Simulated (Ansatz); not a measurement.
Base system: CuAu (space group P4/mmm, No. 123; a = 2.8815 Å, c = 3.6148 Å).

(Cell as relaxed with PBE.)

Levels (all Ansatz, a first-principles code, PAW): PBE (420 eV, without spin-orbit coupling); r2SCAN (500 eV, without spin-orbit coupling).

Each level relaxes its own structure.

```tsv
base	PBE	r2SCAN
volume per atom	15.01 Å³	14.53 Å³
lattice parameter a	2.882 Å	2.861 Å
band gap	zero	zero
```

One thing is altered: a hydrostatic pressure of 7 GPa.

```tsv
quantity	PBE	r2SCAN
c/a ratio	1.245	(withheld)
volume per atom	14.36 Å³	(withheld)
band gap	zero	(withheld)
```

**Question.** Predict the r2SCAN column.

**Answer.** 
- c/a ratio, r2SCAN: 1.235
- volume per atom, r2SCAN: 13.96 Å³
- band gap, r2SCAN: zero

PBE's c/a ratio lies 0.010 above r2SCAN's; PBE's volume per atom lies 0.393 Å³ above r2SCAN's (2.8 %); the two agree on the band gap. Neither level is exact; r2SCAN is the comparison here, not a measurement.

Load acts through the strain it causes; cell and atoms are relaxed under it. Stability against distortions was not tested. No other phases were tried under pressure. The final runs are not spin-polarised.
